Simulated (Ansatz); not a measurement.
Consider SnSe2 in the CdI2 type structure (space group P-3m1, No. 164; layered, stacked along the Cartesian z axis).

```yaml
crystal:
  lattice:
    - [3.82584, 0.00000, 0.00000]
    - [-1.91292, 3.31327, 0.00000]
    - [0.00000, 0.00000, 6.23092]
  atoms:
    - { symbol: Sn, position: [0.00000, 0.00000, 0.00000] }
    - { symbol: Se, position: [0.33333, 0.66667, 0.25294] }
    - { symbol: Se, position: [0.66667, 0.33333, 0.74706] }
```

Cartesian axes are those of the cell as printed.

The values are results of r2SCAN+rVV10 in Ansatz (plane waves to 500 eV, PAW, scalar-relativistic without spin-orbit coupling), not measurements.

Strains are applied to the cell and any free atomic positions relax; under stress the whole cell relaxes.

One change was made to it. Results:

The band gap drops by 0.02 eV (0.94 eV → 0.92 eV); the smallest direct gap rises by 0.01 eV to 1.50 eV.

Question: Which change produced these results?
A) uniaxial stress, 0.5 GPa compression along x
B) uniaxial strain ε_xx = +2.95 %
C) uniaxial stress, 2 GPa compression along x

Answer: A, uniaxial stress, 0.5 GPa compression along x. For comparison, the band gap in the other runs: uniaxial strain ε_xx = +2.95 % gives 0.75 eV; uniaxial stress, 2 GPa compression along x gives 0.80 eV.

Stability under load was not tested beyond the relaxation.

Ansatz is a quantum-chemistry and plane-wave program.
